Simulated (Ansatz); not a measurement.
Consider AlN in the zinc blende structure (space group F-43m, No. 216).

```
CELL_PARAMETERS angstrom
      0.00000     2.18887     2.18887
      2.18887     0.00000     2.18887
      2.18887     2.18887     0.00000
ATOMIC_POSITIONS crystal
  Al 0.00000 0.00000 0.00000
  N  0.25000 0.25000 0.25000
```

Cartesian axes are those of the cell as printed.

Level of theory: plane-wave PAW DFT at the PBEsol level (Ansatz, a first-principles code, 420 eV), no SOC.

Strains are applied to the cell and any free atomic positions relax; under biaxial strain the out-of-plane vector relaxes too.

One change was made to it. Results:

The smallest direct gap grows by 0.21 eV to 4.27 eV; the energy increases by 21 meV/atom.

Problem. Name the change that was made.
(A) biaxial strain −1.67 %, plane normal [111], relaxed out of plane
(B) biaxial strain −2.50 %, plane normal [111], relaxed out of plane
(C) biaxial strain +0.83 %, plane normal [111], relaxed out of plane

Solution. B, biaxial strain −2.50 %, plane normal [111], relaxed out of plane. For comparison, the energy relative to the base in the other runs: biaxial strain −1.67 %, plane normal [111], relaxed out of plane gives +9.2 meV/atom; biaxial strain +0.83 %, plane normal [111], relaxed out of plane gives +2.1 meV/atom.

Stability against distortions was not tested. This is not the structure that AlN has at room temperature and ambient pressure.
